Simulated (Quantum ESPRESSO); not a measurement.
Several settings converged on CoSi₂ (I4mm, 3 atoms in the cell)

```
CoSi2
1.0
    0.00000     2.67196     2.67196
    2.67196     0.00000     2.67196
    2.67196     2.67196     0.00000
Co Si
1 2
Cartesian
  0.00000   0.00000   0.05000
  1.33598   1.33598   1.33598
  4.00794   4.00794   4.00794
```

Base method: PBEsol, PSlibrary PAW (PBE) pseudopotentials (plane waves; Quantum ESPRESSO 7.5).

Base settings: ecutwfc = 50 Ry; ecutrho = 300 Ry; occupations = smearing; smearing = fermi-dirac; degauss = 0.0073499 Ry; input_dft = pbesol; potentials = {Co: Co.pbe-n-kjpaw_psl.1.0.0.UPF, Si: Si.pbe-n-kjpaw_psl.1.0.0.UPF}; K_POINTS = automatic 4 4 4 0 0 0; conv_thr = 1e-10 Ry.

The count of work is k-points × plane waves × bands × iterations; it is no time. Core times come from one kind of shared machine, to one figure; runs under 30 s give none.

**The cutoff for other potential files**

Level: DFT, PBEsol, plane waves, SSSP 1.1.2 precision (PBE) pseudopotentials.

In this ladder: pseudopotentials = {Co: Co_pbe_v1.2.uspp.F.UPF, Si: Si.pbe-n-rrkjus_psl.1.0.0.UPF}. Moved along: ecutrho.

The second cell is the first with its lattice scaled by 0.98.

The mesh stays at the base's, so the ladder's end is converged at best in this setting alone.

Only quantities that move along the ladder and can be compared are tabulated.

```csv
ecutwfc,free energy less the last step's (meV/atom),energy of the compressed cell less the first (meV/atom),pressure (GPa),count of work / last,core time / last (rough)
29 Ry,288.40,20.13,-32.49,0.10,–
36 Ry,18.22,12.74,-4.45,0.17,–
46 Ry,10.68,13.44,-3.34,0.21,0.2
55 Ry,6.51,13.38,-3.15,0.28,0.2
65 Ry,5.73,13.34,-3.18,0.34,0.3
78 Ry,2.46,13.43,-3.21,0.61,0.5
98 Ry,1.48,13.39,-3.13,0.66,0.9
130 Ry,0.00,13.39,-3.10,1.0,1
```

Coarsest ecutwfc that holds the pressure within 1 GPa of the last step, with all finer ones: 46 Ry, at 0.21 of the last step's count of work and about 0.2 of the last step's time; the step before is off by 1.3 GPa.

State of the free energy at the end of the ladder: still drifting one way, by 2.5 meV/atom over the last two steps, so the last step is no safe reference.

Coarsest ecutwfc that holds the energy of the compressed cell less the first within 0.5 meV/atom of the last step, with all finer ones: 46 Ry, at 0.21 of the last step's count of work and about 0.2 of the last step's time; the step before is off by 0.66 meV/atom.

Two neighbours can agree and both be off: 55 Ry and 65 Ry differ by 0.78 meV/atom in the free energy, yet lie about 5.7 meV/atom from the last step.

At the lowest cutoff the pressure lies 29.4 GPa under the last step's, the usual sign of Pulay stress in an incomplete plane-wave basis.

**The density cutoff**

The second cell is the first with its lattice scaled by 0.98.

The mesh stays at the base's, so the ladder's end is converged at best in this setting alone.

Only quantities that move along the ladder and can be compared are tabulated.

```tsv
ecutrho	free energy less the last step's (meV/atom)	energy of the compressed cell less the first (meV/atom)	pressure (GPa)	core time / last (rough)
100 Ry	-1.75	14.68	-3.27	–
150 Ry	0.18	14.26	-3.41	0.5
200 Ry	0.06	14.26	-3.41	0.4
250 Ry	0.02	14.25	-3.41	0.7
300 Ry	0.02	14.25	-3.41	0.4
400 Ry	0.00	14.25	-3.41	0.8
500 Ry	0.00	14.25	-3.41	1.0
800 Ry	0.00	14.25	-3.41	1
```

Coarsest ecutrho that holds the pressure within 0.1 GPa of the last step, with all finer ones: 150 Ry; the step before is off by 0.14 GPa.

Coarsest ecutrho that holds the energy of the compressed cell less the first within 0.2 meV/atom of the last step, with all finer ones: 150 Ry; the step before is off by 0.43 meV/atom.

Coarsest ecutrho that holds the free energy within 0.5 meV/atom of the last step, with all finer ones: 150 Ry; the step before is off by 1.7 meV/atom.

The energy difference between the two cells stays within 1 meV/atom of the last step's from 100 Ry on, the total only from 150 Ry on: much of the error is common to both cells and cancels.

On the base run: the starting cell has typed, rounded lattice constants, without a prior relaxation at this level. Its lattice was rescaled by up to half a per cent. One atom was moved a little off its site on purpose. Spin polarisation is off. In the base run, with a pressure of about -3 GPa the cell is away from its equilibrium volume at this level. Without a gap this mesh is coarse (it stands for a supercell whose shortest vector is 15 Å).
